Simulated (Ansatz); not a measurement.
An Ansatz (a program for electronic structure) run: SiSe2; PBE/PAW in Ansatz, no spin-orbit coupling, earlier PAW set.

Input:

Ansatz 0.2 input:
```yaml
crystal:
  lattice:
    - [-3.3084931426, 5.635846355, 2.9663417885]
    - [3.3084931426, -5.635846355, 2.9663417885]
    - [3.3084931426, 5.635846355, -2.9663417885]
  atoms:
    - { symbol: Se, position: [0.390173771, 0.3109256001, 0.7010993711] }
    - { symbol: Se, position: [0.890173771, 0.1890743999, 0.0792481709] }
    - { symbol: Se, position: [0.109826229, 0.8109256001, 0.9207518291] }
    - { symbol: Se, position: [0.609826229, 0.6890743999, 0.2989006289] }
    - { symbol: Si, position: [0.25, 0.25, 0] }
    - { symbol: Si, position: [0.75, 0.75, 0] }
basis: { ecutwfc: 420, ecutrho_ratio: 4, xc_grid: 2, fft_grid_basis: typed }
kpoints: { mp_grid: { grid: [8, 8, 8] } }
hamiltonian:
  xc: pbe
  dispersion: none
  pseudopotentials: { azcp: { folder: ./paw }, kind: paw }
scf: { occupations: { method: fermi_dirac, width: 0.05 }, convergence: { dr2_threshold: 0.0000000006 } }
output: { forces: true, stress: true }
```

Output (explanatory and most iteration lines left out):

```
Pseudopotential: Se, paw, valence charge 16
Pseudopotential: Si, paw, valence charge 4
Crystal: 6 atoms, lattice volume = 221.244 Å³
Basis set: ecut = 420 eV, 4293 PW (Γ), exchange–correlation on 96×96×96 points (8 copies of the dense FFT grid, shifted against one another)
Bands: 42, of which v1, the nominal top of the filled ones, is band 36 counted from 1 (35 counted from 0)
Symmetry: 8 space group operations
Space group: Ibam (ITA 72), of the structure as read, at distance tolerance 6.0e-5 Å
k-points: 95 of 512
Functional: x = pbe(κ = 0.804, μ = 0.2195149727645171), c = pbe(β = 0.06672455060314922)
SCF iter   1: F=—  HF=-23151.348030 eV  |F-HF|=—  |Δ(HF+E_count)|=         —  Δρ=2.83e-2  dr2=2.46e0  ethr=3.10e-3  ⟨swp⟩=8.5  Hψ=17951  notcnv=0
SCF iter   2: F=—  HF=-23150.839047 eV  |F-HF|=—  |Δ(HF+E_count)|=   5.09e-1  Δρ=1.54e-2  dr2=5.79e-1  ethr=3.10e-3  ⟨swp⟩=3.0  Hψ=5887  notcnv=0  defer=127
SCF 1 converged in 10 iterations: F = -23150.729502 eV  dr2 = 1.99e-10
SCF converged after 10 iterations
Free energy (F): -23150.729502 eV
Internal energy: -23150.729502 eV  (E = F + TS)
E sigma→0 (E₀):  -23150.729502 eV
Fermi energy:    3.094797 eV
--- Forces (eV/Å), atoms counted from 1 ---
  atom   1  Se    -0.00083142    -0.00017583     0.00000000
  atom   2  Se     0.00083142    -0.00017583    -0.00000000
  atom   3  Se    -0.00083142     0.00017583    -0.00000000
  atom   4  Se     0.00083142     0.00017583     0.00000000
  atom   5  Si     0.00000000     0.00000000     0.00000000
  atom   6  Si     0.00000000     0.00000000     0.00000000
--- Stress (GPa, compression-positive) ---
        0.003706       0.000000       0.000000
        0.000000      -0.000749       0.000000
        0.000000       0.000000       0.007127
  P = ⅓ Tr σ = 0.0034 GPa (0.034 kbar)
```

Stability against distortions was not tested. The cell is SiSe$_{2}$ (space group Ibam, No. 72; made of chains). No dispersion term is included, though the crystal is made of layers, chains or molecules, so its spacings can come out too wide.
